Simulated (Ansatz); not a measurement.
AlN (P6_3mc), Ansatz (an electronic-structure program) with HSE06, rigid bands: N_v = 5.31e19 cm⁻³ at 300 K and a hole conductivity mass of 3.43 mₑ along x (a = (3.11, 0.00, 0.00) Å; b = (-1.56, 2.70, 0.00) Å; c = (0.00, 0.00, 4.98) Å).

Question: For 1e16 holes per cm³ at 300 K, place the Fermi level, estimate the Seebeck coefficient of a parabolic band with constant τ, and give mobility and conductivity for τ = 20 fs.

Answer: The level lies k_BT ln(N_v/p) = 0.222 eV above the valence-band maximum. S ≈ +(k_B/e)[ln(N_v/p) + 5/2] = 955 μV/K, against 957 μV/K from the full bands (mean over directions). μ = eτ/m = 10.3 cm²/(V·s) and σ = peμ = 0.0164 S/cm. τ is assumed, not computed.

Band transport and this doping are assumed; polarons and phonon drag are left out. Spin-orbit coupling is left out; where it splits the top of the valence band, N_v and the p-type Seebeck coefficient come out somewhat high without it. Geometry: cell and atoms relaxed with PBEsol.
